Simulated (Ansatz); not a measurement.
For Ti₂C (R-3m), Ansatz (a first-principles code) with PBEsol, DFPT electron-phonon coupling, linearised Boltzmann equation gives a transport coupling λ_tr = 0.343 and a Drude plasma energy ħω_p = 2.99 eV along z (a = (1.53, 0.88, 4.77) Å; b = (-1.53, 0.88, 4.77) Å; c = (0.00, -1.76, 4.77) Å).

Estimate the resistivity at 300 K from the high-temperature formula ρ = 2π λ_tr k_B T / (ħ ε₀ ω_p²), and say how the full Boltzmann solution compares.

The scattering rate is 1/τ = 2π λ_tr k_B T/ħ = 8.46e13 s⁻¹ and ω_p = 4.54e15 s⁻¹, so ρ ≈ 46.3 μΩ·cm. The Boltzmann solution gives 38.4 μΩ·cm, 0.83 times the estimate; it lies lower because k_BT is not large against the phonon energies and the solution lets the distribution adjust.

A metal at this level (no band gap). Only scattering by harmonic phonons is included (no impurities, grain boundaries, electron-electron scattering or thermal expansion). Spin-orbit coupling is left out. Halving the electron mesh (32x32x32) moves the resistivity by up to 2 % at 300 K, the coupling by up to 2 %. Smearing 0.20 eV; phonons on a 5x5x5 q mesh, which this run doesn't test.

Computed structure with no diffraction record at hand here (it may be known, metastable or hypothetical): Ti2C (R-3m).
